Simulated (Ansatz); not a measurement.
# Effective masses and thermopower of C under load (space group Fd-3m)

```
CELL_PARAMETERS angstrom
      0.00000     1.76309     1.76309
      1.76309     0.00000     1.76309
      1.76309     1.76309     0.00000
ATOMIC_POSITIONS crystal
  C  0.00000 0.00000 0.00000
  C  0.25000 0.25000 0.25000
```

Level of theory: r2SCAN, rigid bands (plane waves, PAW, scalar-relativistic; Ansatz, an electronic-structure program). Condition of this run: hydrostatic pressure of 11 GPa (compression positive) (the target of the relaxation). Geometry: cell and atoms relaxed with PBEsol, then loaded as said.

```yaml
band_gap: 4.43 eV
electron conductivity mass (300 K, dilute): 0.39 mₑ
hole conductivity mass (300 K, dilute): 0.46 mₑ
effective density of states N_c (300 K): 5.3e19 cm⁻³
effective density of states N_v (300 K): 3.7e19 cm⁻³
density_of_states_mass_electrons: 1.66 mₑ
density_of_states_mass_holes: 1.31 mₑ
Seebeck coefficient, n-type 1e19 cm⁻³, 300 K: -359 μV/K
best n-type power factor at 300 K for τ = 10 fs (best axis; densities from 1e16 to 1e21 cm⁻³ tried, whether or not they can be reached): 22 μW/(cm·K²) at 3e20 cm⁻³
Seebeck coefficient, p-type 1e19 cm⁻³, 300 K: 327 μV/K
best p-type power factor at 300 K for τ = 10 fs (best axis; densities from 1e16 to 1e21 cm⁻³ tried, whether or not they can be reached): 13.0 μW/(cm·K²) at 1e20 cm⁻³
```

Rigid bands; masses and Seebeck coefficients take one relaxation time τ for all states and one kind of carrier; polarons and phonon drag are left out. Spin-orbit coupling is left out. Geometry: cell and atoms relaxed with PBEsol.
